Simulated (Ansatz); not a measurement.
The starting structures come from a database of crystals and need not be the phases stable at ambient conditions.

 Where the default PAW files enter, the runs use the earlier of Ansatz's two default sets.

Tunnelling through a barrier is set by its complex band structure: the current falls as exp(−2κd) with the smallest κ.

Consider the following.

```xyz
8
Lattice="5.8875 0.0000 0.0000 0.4421 6.1697 0.0000 2.3749 -0.1702 2.8833" Properties=species:S:1:pos:R:3 pbc="T T T"
K      7.0157     1.7446     2.8108
K      1.6888     4.2549     0.0725
H      2.2028     0.7765     0.4669
H      6.5017     5.2231     2.4164
H      5.1289     5.3214     0.7497
H      3.5757     0.6781     2.1336
N      4.0306     1.2926     2.8182
N      4.6739     4.7069     0.0650
```

Space group of this cell: P2_1/m. The cell is taken as given.

Transport runs along the normal of the first two printed cell vectors.

No gap correction and no spin-orbit coupling; mid-gap values are interpolated between computed energies.

Task: Give the band gap and the smallest decay constant κ at mid-gap that PBEsol (Ansatz, an electronic-structure program) yields.

Result: Gap 2.09 eV on a 10×6×10 mesh; κ = 0.273 1/Å, at the zone centre.
